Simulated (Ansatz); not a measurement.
The starting structures come from a database of crystals and need not be the phases stable at ambient conditions.

Tunnelling through a barrier is set by its complex band structure: the current falls as exp(−2κd) with the smallest κ.

Consider the following.

```yaml
crystal:
  lattice:
    - [6.60810, 0.00000, 0.00000]
    - [-3.30405, 5.72279, 0.00000]
    - [3.30405, 1.90760, 5.39549]
  atoms:
    - { symbol: Cs, position: [0.50000, 0.75000, 0.75000] }
    - { symbol: Cs, position: [0.50000, 0.25000, 0.25000] }
    - { symbol: Na, position: [0.00000, 0.50000, 0.50000] }
    - { symbol: Bi, position: [0.00000, 0.00000, 0.00000] }
    - { symbol: F, position: [0.51094, 0.75547, 0.24453] }
    - { symbol: F, position: [0.48906, 0.24453, 0.75547] }
    - { symbol: F, position: [0.00000, 0.75547, 0.24453] }
    - { symbol: F, position: [0.00000, 0.24453, 0.75547] }
    - { symbol: F, position: [0.00000, 0.24453, 0.24453] }
    - { symbol: F, position: [0.00000, 0.75547, 0.75547] }
```

Space group of this cell: Fm-3m. The cell is taken as given; by PBEsol its mean pressure is -2.1 GPa.

Transport runs along the normal of the first two printed cell vectors, the (111) plane of the conventional cell.

The gap is the functional's own, uncorrected, and κ follows it; spin-orbit coupling is left out. Mid-gap values are interpolated between the computed energies.

Q: Compute, with PBEsol (Ansatz, a quantum-chemistry and plane-wave program), the band gap and the smallest decay constant κ at mid-gap.

A: Gap 4.94 eV on a 6×6×6 mesh; κ = 0.539 1/Å, at (0.500, 0.000) of the in-plane reciprocal vectors. At the zone centre, at the nearest computed energy, the slowest state has κ = 0.57 1/Å.
